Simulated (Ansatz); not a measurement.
The starting structures come from a database of crystals and need not be the phases stable at ambient conditions.

Tunnelling through a barrier is set by its complex band structure: the current falls as exp(−2κd) with the smallest κ.

```
CELL_PARAMETERS angstrom
      3.92420     0.00000     0.00000
     -1.96210     3.39846     0.00000
      1.96210    -1.13282     3.20410
ATOMIC_POSITIONS crystal
  Be 0.00000 0.00000 0.00000
  Te 0.75000 0.25000 0.75000
```

The cell is strained (all lengths scaled by 0.98); by r2SCAN it stands under a pressure of 3.8 GPa.

Transport runs along the normal of the first two printed cell vectors, the (111) plane of the conventional cell.

The gap is the functional's own. No spin-orbit coupling. Mid-gap values are those at the computed energy nearest the middle.

**Question.** Give the band gap and the smallest decay constant κ at mid-gap that r2SCAN (Ansatz, a quantum-chemistry and plane-wave program) yields.

**Answer.** Gap 2.23 eV on a 10×10×10 mesh; κ = 0.161 1/Å, at the zone centre.
